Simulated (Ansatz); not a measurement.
**What isotropic strain −3.00 % does to ZnS**

Base system: ZnS in the zinc blende structure (space group F-43m, No. 216; a = 5.389 Å).

One thing is altered: the cell is scaled by 0.9700 in all directions; the atoms relax in the strained cell.

Computed with r2SCAN (Ansatz, a program for electronic structure, PAW, no spin-orbit coupling). Settings: 11×11×11 k-points, 0.05 eV Fermi–Dirac smearing.

- Volume per atom: 17.86 Å³ (base 19.56 Å³)
- Shortest interatomic distance: 2.264 Å (base 2.334 Å)
- Energy relative to the base (free energy F): +43 meV/atom
- Pressure: 8.76 GPa (base 0.00 GPa)
- Band gap: 3.13 eV (base 2.70 eV)
- Gap character: direct at Γ (base direct at Γ)
- Mean gap deformation potential ΔEg/Δln V: -4.7 eV
- Width of the top valence band: 3.20 eV (base 2.82 eV)
- Electron mass: 0.21 mₑ (at Γ) (base 0.19 mₑ (at Γ))
- Hole mass (degenerate bands, along [100]): 0.23, 0.60, 0.60 mₑ (at Γ) (base 0.21, 0.68, 0.68 mₑ (at Γ))
- Valley order (the lowest conduction-band minima on the path, energy above the VBM, named in the base's zone): Γ 3.13 eV; X along ⟨100⟩ 3.48 eV; L along ⟨111⟩ 3.99 eV (base Γ 2.70 eV; X along ⟨100⟩ 3.71 eV; L along ⟨111⟩ 3.82 eV)

Final structure:

```
CELL_PARAMETERS angstrom
      0.00000     2.61371     2.61371
      2.61371     0.00000     2.61371
      2.61371     2.61371     0.00000
ATOMIC_POSITIONS crystal
  Zn 0.00000 0.00000 0.00000
  S  0.25000 0.25000 0.25000
```

Masses are band curvatures over ±0.01 Å⁻¹ around the edge. Whether these cells are dynamically stable was not tested.
